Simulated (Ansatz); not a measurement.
Habitual settings against a tight run: V3Ge (Pm-3n, 8 atoms in the cell)

Self-consistent single point.

```yaml
crystal:
  lattice:
    - [4.66908, 0.00000, 0.00000]
    - [0.00000, 4.66908, 0.00000]
    - [0.00000, 0.00000, 4.66908]
  atoms:
    - { symbol: V, position: [0.50000, 0.25000, 0.00000], spin: 2.0 }
    - { symbol: V, position: [0.50000, 0.75000, 0.00000], spin: 2.0 }
    - { symbol: V, position: [0.25000, 0.00000, 0.50000], spin: 2.0 }
    - { symbol: V, position: [0.75000, 0.00000, 0.50000], spin: 2.0 }
    - { symbol: V, position: [0.00000, 0.50000, 0.25000], spin: 2.0 }
    - { symbol: V, position: [0.00000, 0.50000, 0.75000], spin: 2.0 }
    - { symbol: Ge, position: [0.50000, 0.50000, 0.50000] }
    - { symbol: Ge, position: [0.00000, 0.00000, 0.00000] }
```
(The spins are starting values, not results.)

Method of the run: LDA (PW92), default PAW files made with PBE (plane waves; Ansatz, a quantum-chemistry and plane-wave program).

Base settings: basis.ecutwfc = 420 eV; kpoints.mp_grid.grid = 7 7 7; hamiltonian.xc = lda; hamiltonian.pseudopotentials = {kind: paw} (the program's default PAW files); magnetization.spin_polarized = true; scf.occupations.method = gaussian; scf.occupations.width = 0.1 eV.

Tight run (finer mesh or higher cutoff; not a proven limit): basis.ecutwfc: 420 eV → 590 eV; kpoints.mp_grid.grid: 7 7 7 → 10 10 10; scf.convergence.dr2_threshold: default (1e-07 eV) → 1e-09 eV. It gave Fermi level (on the code's own zero) 17.27 eV; pressure -1.42 GPa; size of the cell's spin moment 0.00 μB.

Quick runs, as changes from the base:
- A: the base itself
- B: basis.ecutwfc: 420 eV → 335 eV; kpoints.mp_grid.grid: 7 7 7 → 2 2 2; hamiltonian.xc: lda → pbesol [PBEsol]
- C: basis.ecutwfc: 420 eV → 210 eV; kpoints.mp_grid.grid: 7 7 7 → 4 4 4; hamiltonian.xc: lda → pbesol; scf.occupations.method: gaussian → methfessel_paxton; scf.occupations.width: 0.1 eV → 0.272 eV [PBEsol]

† marks runs with another functional, U, potentials or spin treatment: their distance from the tight run is not a convergence error alone.

The count of work is k-points × plane waves × bands × iterations; it is no time. 

Pressures in the table are Ansatz's without its Pulay estimate, at a fixed set of plane waves; the tight run's value above holds the estimate.

The starting cell comes from a database of computed structures (which also holds hypothetical and non-ambient phases and stackings), without a prior relaxation at this level. Its lattice was rescaled by a random factor within 2.5 % of one. The starting moments vanished: the run ended non-magnetic, which need not be the lowest state. The program warned that a starting moment was not kept.

```tsv
run	pressure less tight (GPa)	size of the net moment less tight (μB/atom)	count of work / tight
A	0.04	0.00	0.19
B†	4.22	0.07	0.030
C†	-299.58	0.00	0.046
```

Left out of this page: 3 runs of the series outside the window shown, repeating another row's setting, or not comparable.

Keys are those of Ansatz 0.2.
